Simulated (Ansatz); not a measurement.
Given:

```
CELL_PARAMETERS angstrom
     -2.68686     2.68686     5.21609
      2.68686    -2.68686     5.21609
      2.68686     2.68686    -5.21609
ATOMIC_POSITIONS crystal
  Cu 0.00000 0.00000 0.00000
  Cu 0.75000 0.25000 0.50000
  Zn 0.25000 0.75000 0.50000
  Sn 0.50000 0.50000 0.00000
  S  0.37030 0.89918 0.00869
  S  0.10082 0.10951 0.47113
  S  0.89049 0.36161 0.99131
  S  0.63839 0.62970 0.52887
```

No spin polarisation.

Level of theory: PBEsol (Ansatz, a first-principles code, PAW, no SOC). Settings: 9×9×9 k-points, 0.05 eV Fermi–Dirac smearing.

Question: Predict the pressure and space group.

Answer: The pressure (mean of the normal stresses, compression positive) comes out as 2.59 GPa and the space group comes out as I-4 (No. 82).

The cells carry an imposed strain or load. Whether these cells are dynamically stable was not tested. The final runs are not spin-polarised. The cell was made from ZnCu₂SnS₄ (space group I-4, No. 82) by this change: uniaxial strain ε_zz = −3.00 %.
